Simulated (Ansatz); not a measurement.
Bond-angle distributions (per cent of the angles at each element, bins of 10°) of a relaxed model of amorphous Si$_{24}$O$_{51}$Y$_{2}$ at 2.38 g/cm³. All values below come from PBE, scalar-relativistic without spin-orbit coupling (plane waves to 420 eV, PAW; Ansatz, a quantum-chemistry and plane-wave program).

The cell was made by melting and quenching with the CHGNet potential and then relaxed with DFT. O atoms were pushed apart under 1.9 Å during the dynamics, to hinder bonds among them. The hot cell started wider than the set density and was brought back towards it in steps. It is the lowest in DFT energy of 2 quenches. It is a model cell: composition and starting density were chosen by hand, and all elements were melted together. No dispersion term was used. Its density started from a set value of 2.38 and ended at 2.38 g/cm³. The simulated quench (nominally 480 K/ps over its main leg) is rapid and tends to freeze in more defects than a deposited or slowly cooled glass has. Values belong to this one cell and scatter from quench to quench. The volume was held where the preparation left it and the shape relaxed, at a PBE pressure of 0.0 GPa.

Neighbours within Si-Si 2.60 Å, Si-O 1.90 Å, Si-Y 3.09 Å, O-O 1.58 Å, O-Y 2.82 Å, Y-Y 3.74 Å count as bonded. Two cations that share two anions don't count as bonded, nor two that share one unless they lie closer than Si-Si 2.38 Å, Si-Y 3.01 Å, Y-Y 3.64 Å.

| angle (°) | at Si | at O |
|---|---|---|
| 50-60 | 0 | 0 |
| 60-70 | 0 | 0 |
| 70-80 | 0 | 0 |
| 80-90 | 0 | 2 |
| 90-100 | 3 | 3 |
| 100-110 | 51 | 7 |
| 110-120 | 42 | 3 |
| 120-130 | 3 | 20 |
| 130-140 | 0 | 29 |
| 140-150 | 0 | 14 |
| 150-160 | 0 | 14 |
| 160-170 | 0 | 7 |
| 170-180 | 0 | 2 |

They go with these counts of neighbours within the cut-offs, cation contacts included: Si mean 4.0, most often 4; O mean 2.1, most often 2.
